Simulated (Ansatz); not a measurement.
Ru (model structure, I4/mmm, No. 139, 1 atoms in the cell), treated with PBEsol in Ansatz (plane waves, PAW).

Excerpt of the program's output:

```
Relaxation: its limit of steps is 80 (relax.max_steps)
Crystal: 1 atoms, lattice volume = 14.049 Å³
Basis set: ecut = 520 eV, 357 PW (Γ), exchange–correlation on 40×40×40 points (8 copies of the dense FFT grid, shifted against one another)
Bands: 12, of which v1, the nominal top of the filled ones, is band 8 counted from 1 (7 counted from 0)
Symmetry: 16 space group operations
Space group: I4/mmm (ITA 139), of the structure as read, at distance tolerance 2.4e-5 Å
k-points: 1330 of 17576
Initial density: superposition of atomic densities (chi_scale 0.1, normalization cell)
Functional: x = pbesol(κ = 0.804, μ = 0.12345679012345678), c = pbesol(β = 0.046)
SCF iter   1: F=—  HF=-5816.636419 eV  |F-HF|=—  |Δ(HF+E_count)|=         —  Δρ=1.22e-1  dr2=2.03e0
SCF iter   2: F=—  HF=-5816.076327 eV  |F-HF|=—  |Δ(HF+E_count)|=   5.60e-1  Δρ=5.21e-2  dr2=3.54e-1
  ...
SCF 1 converged in 7 iterations: F = -5815.968056 eV  dr2 = 5.99e-9
Crystal: 1 atoms, lattice volume = 14.049 Å³
Initial density: handed on by an earlier stage of this run
SCF 2 converged in 3 iterations: F = -5815.968105 eV  dr2 = 9.82e-8
Crystal: 1 atoms, lattice volume = 14.049 Å³
SCF 3 converged in 2 iterations: F = -5815.968108 eV  dr2 = 6.22e-9
Crystal: 1 atoms, lattice volume = 14.049 Å³
SCF iter   3: F=—  HF=-5815.968108 eV  |F-HF|=—  |Δ(HF+E_count)|=  5.09e-11  Δρ=1.17e-6  dr2=1.53e-10
SCF iter   4: F=-5815.968108 eV  HF=-5815.968108 eV  |F-HF|=0.00e0  |Δ(HF+E_count)|=  4.73e-11  Δρ=1.90e-7  dr2=1.24e-12
SCF 4 converged in 4 iterations: F = -5815.968108 eV  dr2 = 1.24e-12
SCF converged after 4 iterations
Free energy (F): -5815.968108 eV
Internal energy: -5815.946946 eV  (E = F + TS)
E sigma→0 (E₀):  -5815.957527 eV
Fermi energy:    22.287056 eV
--- Forces (eV/Å), atoms counted from 1 ---
  atom   1  Ru     0.00000000     0.00000000    -0.00000000
--- Stress (GPa, compression-positive) ---
       -5.865629       0.000000       0.000000
        0.000000      -5.865629       0.000000
        0.000000       0.000000      -5.867199
  P = ⅓ Tr σ = -5.8662 GPa (-58.662 kbar)
```

Q: Write an input file that could have produced this run (the log leaves some choices open).

A: This is not unique; one that fits is 
Ansatz 0.2 input:
```yaml
crystal:
  lattice:
    - [-1.6057317949, 1.6057317949, 1.362151108]
    - [1.6057317949, -1.6057317949, 1.362151108]
    - [1.6057317949, 1.6057317949, -1.362151108]
  atoms:
    - { symbol: Ru, position: [0.0, 0.0, 0.0] }
basis:
  ecutwfc: 520
  ecutrho_ratio: 4
  xc_grid: 2
kpoints:
  mp_grid: { grid: [26, 26, 26] }
hamiltonian:
  xc: pbesol
  dispersion: none
  pseudopotentials: { azcp: { folder: ./paw }, kind: paw }
scf:
  occupations: { method: fermi_dirac, width: 0.05 }
output:
  forces: false
  stress: true
  eigenvalues: true
relax:
  f_tol: 0.004
  escape_saddle: false
  max_steps: 80
  cell: { stress_tol: 0.02, fix: [volume] }
```

The cell is one volume of an energy–volume scan, off the minimum.

The PAW data were made under PBE.

Note: the run has no spin polarisation, so it can have missed a magnetic state. Note: the relaxation could raise the start's symmetry but not lower it, so the cell can be a saddle point.

A model structure was made by putting elements into a prototype or built by hand; it is no filed structure, need not be a known phase, and can be a saddle point held by its symmetry.

Ansatz is a quantum-chemistry and plane-wave program.
